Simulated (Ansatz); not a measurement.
## Band gap of BeS (model structure, within 0.1 Å of P4/nmm, No. 129, 8 atoms in the cell) at several levels of theory

No measured value is used here.

```tsv
level (code)	value (eV)	cell (Å³/atom)
LDA (Ansatz)	2.99	15.32
PBEsol (Ansatz)	3.39 (direct)	16.76
r²SCAN (Ansatz)	3.67	15.32
```

Computed values are for a static lattice.  LDA, r²SCAN: the gap is read on the k mesh or supercell of the run alone and can be too large. Values are at the PBE-D3(BJ) cell; PBEsol at the level's own relaxed cell. Cutoffs and k meshes differ between the levels. Ansatz's density-functional and Hartree–Fock values are scalar-relativistic unless marked +SOC, with PAW data made under PBE.

A model structure was made by putting elements into a prototype or built by hand; it is no filed structure, need not be a known phase, and can be a saddle point held by its symmetry.

Ansatz is a first-principles code.
